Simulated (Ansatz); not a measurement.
## Single chain of Nb4ITe12 cut from its crystal, 17 atoms a period

These are PBE+D3(BJ) (plane waves to 420 eV, PAW; Ansatz, a first-principles code) values and carry that method's errors. Mesh 1×1×10. No spin polarisation, so a magnetic state wasn't tested. One-dimensional cell, images about 11 Å apart. A model cut from a filed crystal. Symmetry and one short period hold its shape; lower forms weren't sought. Pairing along the axis, which can open a gap, is among the distortions not tried. Values not marked SOC lack spin–orbit coupling. On relaxing, bonds broke or formed, so the name tells the start alone.

| Property | Value |
|---|---|
| period along the axis (17 atoms) | 6.005 Å |
| largest distance between nuclei across the axis | 7.67 Å |
| PBE gap | none (under 0.01 eV) |
| work function (PBE) | 4.53 eV |

```
CELL_PARAMETERS angstrom
     18.50000     0.00000     0.00000
      0.00000    18.50000     0.00000
      0.00000     0.00000     6.00477
ATOMIC_POSITIONS crystal
  Nb 0.41668 0.44794 0.99860
  Te 0.50143 0.31700 0.92062
  Te 0.66384 0.41847 0.92062
  Nb 0.58332 0.55206 0.99860
  Te 0.49857 0.68300 0.92062
  Te 0.33616 0.58153 0.92062
  I  0.50000 0.50000 0.62169
  Nb 0.55200 0.41677 0.24478
  Nb 0.44800 0.58323 0.24478
  Te 0.67586 0.60987 0.69494
  Te 0.32414 0.39013 0.69494
  Te 0.68302 0.50143 0.32278
  Te 0.31698 0.49857 0.32278
  Te 0.41846 0.33614 0.32279
  Te 0.58154 0.66386 0.32279
  Te 0.60985 0.32418 0.54838
  Te 0.39015 0.67582 0.54838
```
